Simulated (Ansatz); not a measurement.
Start from SiO2 in the rutile structure (space group P4_2/mnm, No. 136; a = 4.195 Å, c = 2.678 Å). Axes: x, y, z lie along a, b, c of the conventional cell.

Method: Ansatz (a program for electronic structure) PBEsol, spin-orbit coupling left out.

Strains are applied to the cell and any free atomic positions relax.

One change was made to it. Results:

| quantity | base | after |
|---|---|---|
| pressure (mean of the normal stresses, compression positive) | 0.00 GPa | -1.57 GPa |
| electron mass | 0.37 mₑ along c, 0.47 mₑ across (at Γ) | 0.37 mₑ along z, 0.47 mₑ across (at Γ) |
| valence-band top at Γ (three highest levels, from the VBM) | 0.00, -0.88, -0.88 eV | 0.00, -0.85, -0.89 eV |
| gap character | direct at Γ | direct at Γ |

### Question
Name the change that was made.
(A) uniaxial strain ε_xx = +3.00 %
(B) uniaxial strain ε_xx = +1.20 %
(C) uniaxial strain ε_xx = +0.60 %

### Answer
C, uniaxial strain ε_xx = +0.60 %. For comparison, the electron mass in the other runs: uniaxial strain ε_xx = +1.20 % gives 0.45 mₑ along x, 0.47 mₑ along y, 0.37 mₑ along z (at Γ); uniaxial strain ε_xx = +3.00 % gives 0.42 mₑ along x, 0.47 mₑ along y, 0.37 mₑ along z (at Γ).

Masses are band curvatures over ±0.01 Å⁻¹ around the edge. Whether these cells are dynamically stable was not tested. Labels are those of the standard path for the cell's own space group.
